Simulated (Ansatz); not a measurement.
# Harmonic thermodynamics of CuI in the zinc blende structure

Per mole of formula units at the relaxed static volume; finite displacements on a 6×6×6 mesh, Ansatz (a first-principles code), PBE functional, plane-wave PAW, k mesh 6×6×6; sums on an interpolated 12×12×12 mesh. Dynamical quadrupoles are not included in the interpolation of the phonons between the solved wave vectors. Spin-orbit coupling is not included. Zero-point energy 3.45 kJ/mol.

```tsv
T (K)	F_vib (kJ/mol)	S (J/mol/K)	C_V (J/mol/K)
100	1.53	43.4	41.9
150	-1.11	61.3	46.0
200	-4.53	74.8	47.6
250	-8.55	85.5	48.4
300	-13.05	94.4	48.9
400	-23.23	108.5	49.3
600	-47.08	128.6	49.6
800	[?]	[?]	[?]
1000	-104.02	154.0	49.8
```

Task: Fill in the missing entries.

Result: 
- 800, F_vib (kJ/mol): -74.29
- 800, S (J/mol/K): 142.9
- 800, C_V (J/mol/K): 49.7

Whether this phase is the stable one at each condition was not tested.
